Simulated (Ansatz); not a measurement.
Consider TiSi₂ (space group Fddd, No. 70; a = 4.7602 Å, b = 8.1802 Å, c = 8.4999 Å). Axes: x, y, z lie along a, b, c of the conventional cell.

Computed with Kohn–Sham DFT with the PBEsol functional, run in Ansatz (a quantum-chemistry and plane-wave program) with PAW and 420 eV plane waves, no spin-orbit coupling.

Before the change:

- Pressure = 0.0 GPa
- Shortest interatomic distance = 2.517 Å
- Band gap = zero

Perturbation: the symmetric strain tensor [0.0080 0.0044 -0.0022; 0.0044 -0.0130 0.0062; -0.0022 0.0062 0.0110], atoms relaxed at fixed cell.

Problem. What happens to the energy relative to the base?

Solution. The energy rises by 6.5 meV/atom.

Problem. Predict the new pressure.

Solution. The pressure (mean of the normal stresses, compression positive) goes from zero to -1.3 GPa.

Problem. Estimate the effect on the shortest interatomic distance.

Solution. The shortest interatomic distance grows by 0.011 Å, from 2.517 Å to 2.528 Å.

Problem. Predict the new band gap.

Solution. The band gap is still zero.

Without a gap, meshes like the base's 13×13×13 leave anisotropic stresses uncertain by several tenths of a GPa, and small strain energies with them. No phonon test of stability was made. All final runs are without spin polarisation.
